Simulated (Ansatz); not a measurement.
# Harmonic thermodynamics of HfN (rock salt, Fm-3m)

Per mole of formula units at the relaxed static volume; finite displacements on a 8×8×8 mesh, Ansatz (a first-principles code), LDA functional, plane-wave PAW, k mesh 16×16×16, methfessel-paxton smearing of 0.15 eV; sums on an interpolated 16×16×16 mesh. Spin-orbit coupling is not included. Zero-point energy 11.93 kJ/mol.

```csv
T (K),F_vib (kJ/mol),S (J/mol/K),C_V (J/mol/K)
100,11.52,12.3,18.9
150,10.67,21.3,25.7
200,9.40,29.5,31.4
250,7.73,37.0,35.8
300,5.71,43.9,39.0
400,0.71,55.7,43.1
600,[?],[?],[?]
800,-28.57,87.6,48.0
1000,-47.20,98.3,48.6
```

Problem. Fill in the missing entries.

Solution. 
- 600, F_vib (kJ/mol): -12.36
- 600, S (J/mol/K): 74.0
- 600, C_V (J/mol/K): 46.6

Whether this phase is the stable one at each condition was not tested.

The PAW data sets were generated under PBE and serve the other functionals too.
